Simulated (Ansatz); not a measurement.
**A computed series for SiC: point defects**

The reference is a 16-atom supercell of SiC in the wurtzite structure (space group P6_3mc, No. 186; a = 3.092 Å, c = 5.074 Å) at its relaxed geometry.

One neutral defect a cell, atoms relaxed at fixed cell.

Method: Ansatz (a first-principles code), PBE, PAW, cutoff 420 eV, no SOC.

```json
[
 {"case": "perfect supercell", "pressure": "0.0 GPa", "largest displacement of a host atom from its site in the perfect cell": "–"},
 {"case": "C interstitial (started 1.98 Å from the nearest host atom)", "pressure": "13.2 GPa", "largest displacement of a host atom from its site in the perfect cell": "…"},
 {"case": "C vacancy", "pressure": "-0.5 GPa", "largest displacement of a host atom from its site in the perfect cell": "0.05 Å"},
 {"case": "Mg on a Si site", "pressure": "…", "largest displacement of a host atom from its site in the perfect cell": "…"},
 {"case": "Si interstitial (started 1.90 Å from the nearest host atom), symmetric start", "pressure": "18.6 GPa", "largest displacement of a host atom from its site in the perfect cell": "0.19 Å"}
]
```

Question: Some entries are withheld; estimate them.

Answer: 
- C interstitial (started 1.98 Å from the nearest host atom), largest displacement of a host atom from its site in the perfect cell: 0.65 Å
- Mg on a Si site, pressure: 8.8 GPa
- Mg on a Si site, largest displacement of a host atom from its site in the perfect cell: 0.24 Å

Other magnetic orders, which the real material may have, were not ruled out. The cell is small, so the values are those of an ordered compound at a high defect concentration; dilute-limit values will differ. A case with no gap was solved on a k-mesh chosen for an insulator, which is coarse for it. Defects with a symmetric start kept the site's symmetry and may sit on a saddle; the others started slightly shaken. Seeded moments were not kept for C interstitial (started 1.98 Å from the nearest host atom), C vacancy and Si interstitial (started 1.90 Å from the nearest host atom).
